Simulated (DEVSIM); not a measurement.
System: Mo/SiO2/n-Ge capacitor, at 300 K.

Layer 1 from the left is SiO2, thickness (nm) 8.40. Layer 2 from the left is Ge, thickness (nm) 9200, Nd (cm⁻³) 4.2e15.

Metal gate on the left, work function 4.6 eV. Fixed charge at the semiconductor interface -7.2e10 cm⁻² (in units of +e); no interface traps.

This is a model device: material constants are rounded textbook-type values typed into the input, and sizes, dopings and lifetimes were drawn at random. Values at 300 K.

SiO2: gap (eV) 9, affinity (eV) 0.9, permittivity 3.9. Ge: gap (eV) 0.664, affinity (eV) 4, permittivity 16, Nc (cm⁻³) 1.04e19, Nv (cm⁻³) 6e18.

Problem. Estimate by hand the flat-band voltage, the threshold voltage, and compare with a numerical solution.

Solution. 
- Flat-band voltage: C = 0.411 μF/cm², work-function difference 0.398 V; VFB = φms − qNf/C = 0.43 V; numerical 0.43 V.
- Threshold voltage: φF = 0.137 V, depletion charge √(4εqNφF) = 2.29e-8 C/cm²; VT = VFB − 2φF − Qd/C = 0.10 V; numerical 0.10 V.

Model (solved in DEVSIM): 1D Poisson equation in equilibrium, Boltzmann statistics, complete ionisation; no quantum confinement or tunnelling. Metal contacts follow the ideal Schottky-Mott rule: no Fermi-level pinning, no interface dipoles.
